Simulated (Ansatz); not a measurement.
Results of BLYP (plane waves, PAW; Ansatz, a program for electronic structure) for cubic perovskite BaHfO3.

Run with plane-wave cutoff 520 eV, 8×8×8 k mesh, Fermi–Dirac smearing 0.01 eV, scalar-relativistic PAW data made under PBE.

Cell (relaxed at this level):

```xyz
5
Lattice="4.2475 0.0000 0.0000 0.0000 4.2475 0.0000 0.0000 0.0000 4.2475" Properties=species:S:1:pos:R:3 pbc="T T T"
Ba     0.0000     0.0000     0.0000
Hf     2.1237     2.1237     2.1237
O      2.1237     0.0000     2.1237
O      0.0000     2.1237     2.1237
O      2.1237     2.1237     0.0000
```

Problem. Predict the bulk modulus B0, band gap, smallest direct gap on the k points sampled and pressure derivative B′ of the bulk modulus.

Solution. 
* **bulk modulus B0**: 147 GPa
* **band gap**: 3.63 eV
* **smallest direct gap on the k points sampled**: 3.80 eV
* **pressure derivative B′ of the bulk modulus**: 4.4

Spin–orbit coupling is not included.

The result took very roughly 70 core-seconds.
